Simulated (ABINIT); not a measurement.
Converging the plane-wave cutoff: Li3Ag (I4mm, 4 atoms in the cell)

```xyz
4
Lattice="-2.1028 2.1028 3.6576 2.1028 -2.1028 3.6576 2.1028 2.1028 -3.6576" Properties=species:S:1:pos:R:3 pbc="T T T"
Li     2.1028     0.0000     1.8288
Li     0.0000     2.1028     1.8288
Li     0.0000     0.0000     3.7076
Ag     0.0000     0.0000     0.0000
```

Method of the run: PBEsol, norm-conserving pseudopotentials (PseudoDojo nc-sr-04 PBEsol standard) (plane waves; ABINIT 10.0.3).

Base settings: pseudos = [Li.upf, Ag.upf]; ecut = 82 Ry; occopt = 7; tsmear = 0.1 eV; ngkpt = 4 4 4; nshiftk = 1; shiftk = 0 0 0; potentials = PseudoDojo nc-sr-04 PBEsol standard; nband = 19; kptopt = 1.

The mesh stays at the base's, so the ladder's end is converged at best in this setting alone.

Only quantities that move along the ladder and can be compared are tabulated.

The count of work is k-points × plane waves × bands × iterations; it is no time. Core times come from one kind of shared machine, to one figure; runs under 30 s give none.

The starting cell comes from a database of computed structures (which also holds hypothetical and non-ambient phases and stackings), without a prior relaxation at this level. Its lattice was rescaled by up to half a per cent. One atom was moved a little off its site on purpose. Without a gap this mesh is coarse (it stands for a supercell whose shortest vector is 17 Å).

```csv
ecut,free energy less the last step's (meV/atom),pressure (GPa),largest difference of a force vector from the last step's (eV/Å),count of work / last,core time / last (rough)
28 Ry,14622.98,-339.79,0.012,0.055,–
32 Ry,8791.05,-240.68,0.006,0.062,–
36 Ry,5181.77,-166.39,0.006,0.073,–
40 Ry,2981.86,-111.93,0.004,0.085,–
46 Ry,1228.87,-57.84,0.000,0.10,–
50 Ry,648.46,-35.38,0.003,0.12,0.2
58 Ry,156.53,-11.46,0.001,0.16,0.2
74 Ry,4.01,-0.53,0.000,0.23,0.3
82 Ry,0.56,-0.06,0.000,0.25,0.3
98 Ry,0.24,-0.01,0.000,0.32,0.3
124 Ry,0.16,-0.01,0.000,0.50,0.4
164 Ry,0.08,-0.01,0.000,0.83,1
196 Ry,0.00,-0.01,0.000,1.0,1
```

Coarsest ecut that holds the forces within 0.01 eV/Å of the last step, with all finer ones: 32 Ry, at 0.062 of the last step's count of work; the step before is off by 0.012 eV/Å.

Coarsest ecut that holds the free energy within 2 meV/atom of the last step, with all finer ones: 82 Ry, at 0.25 of the last step's count of work and about 0.3 of the last step's time; the step before is off by 4.0 meV/atom.

Coarsest ecut that holds the pressure within 0.2 GPa of the last step, with all finer ones: 82 Ry, at 0.25 of the last step's count of work and about 0.3 of the last step's time; the step before is off by 0.53 GPa.

At the lowest cutoff the pressure lies 340 GPa under the last step's, the usual sign of Pulay stress in an incomplete plane-wave basis.
